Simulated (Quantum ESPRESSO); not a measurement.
A self-consistent single point of MnZn3 (Pm-3m, 4 atoms in the cell) with Quantum ESPRESSO.

Method of the run: LDA (PZ), GBRV 1.5 ultrasoft (LDA) pseudopotentials (plane waves; Quantum ESPRESSO).

```xyz
4
Lattice="3.7262 0.0000 0.0000 0.0000 3.7262 0.0000 0.0000 0.0000 3.7262" Properties=species:S:1:pos:R:3 pbc="T T T"
Mn     0.0000     0.0000     0.0000
Zn     0.0000     1.8631     1.8631
Zn     1.8631     0.0000     1.8631
Zn     1.8631     1.8631     0.0000
```
Moments meant for the start (each program seeds them in its own way; μB, in the order of the atoms Mn Zn Zn Zn): 4.0 0.0 0.0 0.0.

Reference input (self-consistent single point, DFT, PBEsol, plane waves, SSSP 1.1.2 efficiency (PBE) pseudopotentials): ecutwfc = 50 Ry; ecutrho = 400 Ry; occupations = smearing; smearing = fd; degauss = 0.0073499 Ry; nspin = 2; input_dft = pbesol; potentials = {Mn: mn_pbe_v1.5.uspp.F.UPF, Zn: Zn_pbe_v1.uspp.F.UPF}; K_POINTS = automatic 6 6 6 0 0 0; conv_thr = 1e-09 Ry; mixing_beta = 0.3. This run's input differs from it in these lines:

```diff
@@ -19,3 +19,2 @@
   starting_magnetization(1) = 0.267
-  input_dft = 'pbesol'
 /
@@ -26,4 +25,4 @@
 ATOMIC_SPECIES
-Mn    54.9380  mn_pbe_v1.5.uspp.F.UPF
-Zn    65.3800  Zn_pbe_v1.uspp.F.UPF
+Mn    54.9380  mn_lda_v1.5.uspp.F.UPF
+Zn    65.3800  zn_lda_v1.uspp.F.UPF
 ATOMIC_POSITIONS {angstrom}
```

The program printed (abridged):

```
     Self-consistent Calculation

     iteration #  1     ecut=    50.00 Ry     beta= 0.30

---- Real-time Memory Report at c_bands before calling an iterative solver
           200 MiB given to the printing process from OS
           103 MiB allocation reported by mallinfo(arena+hblkhd)
------------------

     total energy              =   -1594.07439260 Ry
     estimated scf accuracy    <       2.63056846 Ry

     total magnetization       =     2.26 Bohr mag/cell
     absolute magnetization    =     2.79 Bohr mag/cell

     iteration #  2     ecut=    50.00 Ry     beta= 0.30

   [... lines left out ...]
     absolute magnetization    =     2.64 Bohr mag/cell

     iteration # 16     ecut=    50.00 Ry     beta= 0.30

---- Real-time Memory Report at c_bands before calling an iterative solver
           284 MiB given to the printing process from OS
           130 MiB allocation reported by mallinfo(arena+hblkhd)
------------------

     Magnetic moment per site  (integrated on atomic sphere of radius R)
     atom   1 (R=0.292)  charge= 13.5811  magn=  2.2834
     atom   2 (R=0.292)  charge= 18.8106  magn= -0.0534
     atom   3 (R=0.292)  charge= 18.8106  magn= -0.0534
     atom   4 (R=0.292)  charge= 18.8106  magn= -0.0534
     End of self-consistent calculation

     the Fermi energy is    15.7446 ev

!    total energy              =   -1594.91915770 Ry
     estimated scf accuracy    <          2.7E-11 Ry
     smearing contrib. (-TS)   =      -0.00541013 Ry
     internal energy E=F+TS    =   -1594.91374757 Ry

     total magnetization       =     2.10 Bohr mag/cell
     absolute magnetization    =     2.64 Bohr mag/cell

     convergence has been achieved in  16 iterations

     Forces acting on atoms (cartesian axes, Ry/au):

     atom    1 type  1   force =     0.00000000    0.00000000    0.00000000
   [... zero for the other atoms too ...]

     Total force =     0.000000     Total SCF correction =     0.000000

          total   stress  (Ry/bohr**3)                   (kbar)     P=      -67.69
  -0.00046013   0.00000000   0.00000000          -67.69        0.00        0.00
   0.00000000  -0.00046013   0.00000000            0.00      -67.69        0.00
   0.00000000   0.00000000  -0.00046013            0.00        0.00      -67.69

   JOB DONE.
```

The run converged in 16 iterations. Against the reference run the pressure goes from -0.34 to -6.77 GPa and the size of the net moment goes from 0.59 to 0.53 μB/atom.

The starting cell comes from a database of computed structures (which also holds hypothetical and non-ambient phases and stackings), without a prior relaxation at this level. Its lattice was rescaled by a random factor within 2.5 % of one. With one magnetic atom in the cell only a parallel order is possible. With a pressure of about -7 GPa the cell is away from its equilibrium volume at this level.

Cost on one core of a shared machine: roughly 90 s.
